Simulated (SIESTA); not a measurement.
Input and output of a self-consistent single point for Al5Co2 (P6_3/mmc, 28 atoms in the cell) (SIESTA).

Computed with LDA PW92, numerical atomic orbitals DZP, PseudoDojo LDA standard norm-conserving potentials (rewritten from UPF to PSML) (SIESTA).

```xyz
28
Lattice="7.6047 0.0000 0.0000 -3.8024 6.5859 0.0000 0.0000 0.0000 7.5140" Properties=species:S:1:pos:R:3 pbc="T T T"
Al     0.0000     0.0000     0.0000
Al     0.0000     0.0000     3.7570
Al     0.0000     6.1660     1.8785
Al     3.8024     0.4199     5.6355
Al     2.2648     3.0830     5.6355
Al     1.5376     3.5029     1.8785
Al    -1.5376     3.5029     1.8785
Al     5.3400     3.0830     5.6355
Al     0.0000     2.5547     7.0568
Al     3.8024     4.0312     0.4572
Al     5.3923     1.2774     3.2998
Al    -1.5899     5.3085     4.2141
Al     1.5899     5.3085     7.0568
Al     2.2125     1.2774     0.4572
Al     3.8024     4.0312     3.2998
Al     0.0000     2.5547     4.2141
Al    -1.5899     5.3085     7.0568
Al     5.3923     1.2774     0.4572
Al     2.2125     1.2774     3.2998
Al     1.5899     5.3085     4.2141
Co     0.0000     4.3906     5.6355
Co     3.8024     2.1953     1.8785
Co     0.0000     1.6726     1.8785
Co     3.8024     4.9133     5.6355
Co     6.1562     0.8363     5.6355
Co    -2.3538     5.7496     1.8785
Co     2.3538     5.7496     1.8785
Co     1.4485     0.8363     5.6355
```

Reference input (self-consistent single point, DFT, LDA PW92, numerical atomic orbitals DZP, PseudoDojo LDA standard norm-conserving potentials (rewritten from UPF to PSML)): XC.functional = LDA; XC.authors = PW92; potentials = PseudoDojo LDA standard; PAO.BasisSize = DZP; PAO.EnergyShift = 0.01 Ry; MeshCutoff = 300 Ry; kgrid.MonkhorstPack = 4 4 4; OccupationFunction = FD; ElectronicTemperature = 580.23 K; MaxSCFIterations = 150; SCF.Mixer.Method = Broyden; SCF.Mixer.Weight = 0.2. This run's input differs from it in these lines:

```diff
@@ -58,4 +58,5 @@
 %endblock kgrid.MonkhorstPack
-OccupationFunction           FD
-ElectronicTemperature        580.23 K
+OccupationFunction           MP
+OccupationMPOrder            0
+ElectronicTemperature        5802.26 K
```

Output (repeated stretches shortened):

```
        iscf     Eharris(eV)        E_KS(eV)     FreeEng(eV)     dDmax    Ef(eV) dHmax(eV)
   scf:    1   -33835.860944   -34358.112700   -34359.647411  1.706727 -3.933641 39.075581
   scf:    2   -33734.089062   -34376.456874   -34377.442361  0.424267 -6.094078 38.339542
   scf:    3   -34589.324957   -34544.551790   -34545.395636  0.207852 -5.625033 13.059679
   scf:    4   -34557.568343   -34556.542845   -34557.502205  0.098965 -5.399388  4.298579
   scf:    5   -34552.365375   -34558.562532   -34559.622959  0.095380 -5.218387  3.628345
   scf:    6   -34544.966534   -34556.413929   -34557.438551  0.102081 -5.411104  5.148356
   [... lines left out ...]
   scf:    9   -34560.289540   -34560.216168   -34561.284532  0.017240 -5.304290  0.054385
   scf:   10   -34560.214690   -34560.215516   -34561.284747  0.000979 -5.303704  0.032189
   scf:   11   -34560.215705   -34560.215638   -34561.284786  0.000444 -5.304354  0.031664
   scf:   12   -34560.215923   -34560.215801   -34561.284845  0.000502 -5.305092  0.005045
   scf:   13   -34560.215513   -34560.215659   -34561.284850  0.000178 -5.305193  0.004270
   scf:   14   -34560.215665   -34560.215662   -34561.284851  0.000096 -5.305384  0.001323
   scf:   15   -34560.215635   -34560.215648   -34561.284852  0.000053 -5.305480  0.000859
SCF Convergence by DM+H criterion
max |DM_out - DM_in|         :     0.0000528823
max |H_out - H_in|      (eV) :     0.0008587927
SCF cycle converged after 15 iterations

Using DM_out to compute the final energy and forces

siesta: E_KS(eV) =           -34560.2156

siesta: E_KS - E_eggbox =    -34560.2156

siesta: Atomic forces (eV/Ang):
     1   -0.000000   -0.000001    0.000007
     2   -0.000000   -0.000001   -0.000007
     3   -0.000026    0.025873    0.000000
   [... 25 lines left out ...]
   Tot    0.000000    0.000000   -0.000000
   Max    0.040261
   Res    0.016811    sqrt( Sum f_i^2 / 3N )
   Max    0.040261    constrained

Stress tensor Voigt[x,y,z,yz,xz,xy] (kbar):       47.65       47.65       51.74        0.00        0.00        0.00
(Free)E + p*V (eV/cell)   -34572.7974
Target enthalpy (eV/cell)   -34561.2849

   [... lines left out ...]
siesta: FreeEng =    -34561.284852
   [... lines left out ...]
siesta:     0.029741    0.000000    0.000000
siesta:     0.000000    0.029741    0.000000
siesta:     0.000000    0.000000    0.032292

siesta: Cell volume =        376.330490 Ang**3

siesta: Pressure (static):
siesta:                Solid            Molecule  Units
siesta:          -0.00033318         -0.00032455  Ry/Bohr**3
siesta:          -0.03059148         -0.02979864  eV/Ang**3
siesta:         -49.01294845        -47.74267822  kBar
```

The run converged in 15 iterations. Against the reference run the free energy falls by 14.4 meV/atom, the pressure goes from -5.20 to -4.90 GPa and the largest force goes from 0.090 to 0.040 eV/Å.

The starting cell comes from a database of computed structures (which also holds hypothetical and non-ambient phases and stackings), without a prior relaxation at this level. Spin polarisation is off. Values carry the incompleteness of an atom-centred basis. With a pressure of about -5 GPa the cell is away from its equilibrium volume at this level.

Cost on one core of a shared machine: roughly 10 min.
